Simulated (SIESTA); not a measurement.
Band structure of Tl2Rh3S2 (R-3m, 7 atoms in the cell).

```yaml
crystal:
  lattice:
    - [2.84789, 1.64423, 4.69821]
    - [-2.84789, 1.64423, 4.69821]
    - [0.00000, -3.28845, 4.69821]
  atoms:
    - { symbol: Tl, position: [0.00000, 0.00000, 0.00000] }
    - { symbol: Tl, position: [0.50000, 0.50000, 0.50000] }
    - { symbol: Rh, position: [0.50000, 0.00000, 0.00000] }
    - { symbol: Rh, position: [0.00000, 0.50000, 0.00000] }
    - { symbol: Rh, position: [0.00000, 0.00000, 0.50000] }
    - { symbol: S, position: [0.71972, 0.71972, 0.71972] }
    - { symbol: S, position: [0.28028, 0.28028, 0.28028] }
```

Method of the run: SIESTA with GGA PBEsol, numerical atomic orbitals DZP, PseudoDojo PBEsol standard norm-conserving potentials (rewritten from UPF to PSML).

Settings: XC.functional = GGA; XC.authors = PBEsol; potentials = PseudoDojo PBEsol standard; PAO.BasisSize = DZP; PAO.EnergyShift = 0.005 Ry; MeshCutoff = 350 Ry; kgrid.MonkhorstPack = 5 5 5; OccupationFunction = FD; ElectronicTemperature = 100 meV; MaxSCFIterations = 150; SCF.Mixer.Method = Broyden; SCF.Mixer.Weight = 0.25; SCF.Mixer.History = 6; SCF.DM.Tolerance = 1.0E-05.

The starting cell comes from a database of computed structures (which also holds hypothetical and non-ambient phases and stackings), without a prior relaxation at this level. Spin-orbit coupling is off. Spin polarisation is off; with an odd number of electrons in the cell that forces a metal, and a magnetic state may lie lower. Values carry the incompleteness of an atom-centred basis.

Levels in eV from the Fermi level, bands 42 to 47:
```
point     42     43     44     45    46    47
-----  -----  -----  -----  -----  ----  ----
Γ      -0.66  -0.54  -0.37  -0.37  0.49  0.94
L      -0.80  -0.79  -0.42   0.39  1.27  1.39
B1     -0.78  -0.56  -0.44  -0.32  0.74  1.05
B      -0.78  -0.56  -0.44  -0.32  0.74  1.05
Z      -0.73  -0.73   0.49   1.47  1.47  1.50
X      -0.85  -0.48  -0.38  -0.19  0.51  1.21
Q      -0.85  -0.48  -0.38  -0.19  0.51  1.21
F      -0.80  -0.61  -0.36  -0.36  0.65  1.50
P1     -0.94  -0.64  -0.60  -0.25  1.00  1.21
P      -0.94  -0.64  -0.60  -0.25  1.00  1.21
```

Bands cross the Fermi level along this path, so the cell is metallic at this level.

Higher empty bands are left out: an atom-centred basis made for the valence describes them poorly.
